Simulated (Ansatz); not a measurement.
## NbAgO3, pressure series

The parent structure is NbAgO₃ in the cubic perovskite structure (space group Pm-3m, No. 221; a = 3.9499 Å; a cell from a computed database, its experimental status unchecked).

Cell and atoms are relaxed at each pressure.

Method: PBEsol (Ansatz, an electronic-structure program), without spin-orbit coupling.

| pressure (GPa) | volume per atom (Å³/atom) |
|---|---|
| -2 | 12.446 |
| -1 | 12.384 |
| 0 | 12.325 |
| 0.7 | 12.284 |
| 1.5 | 12.238 |
| 3 | 12.154 |
| 5 | 12.048 |
| 7.5 | ? |
| 10 | 11.801 |

### Question
Fit the third-order Birch–Murnaghan form P(V) = (3B₀/2)[(V₀/V)^(7/3) − (V₀/V)^(5/3)]·[1 + (3/4)(B₀′ − 4)((V₀/V)^(2/3) − 1)] (squares taken in P) to the rows shown and predict the withheld row.

### Answer
Least squares on the printed values gives V₀ = 12.325 Å³/atom, B₀ = 209 GPa, B₀′ = 4.5; this predicts 11.921 Å³/atom, and the run gives 11.921 Å³/atom, in agreement.

Load acts through the strain it causes; cell and atoms are relaxed under it. No phonon test of stability was made. No other phases were tried under pressure. Many cubic perovskites are stable only at high temperature; tilts and polar distortions were not tested.
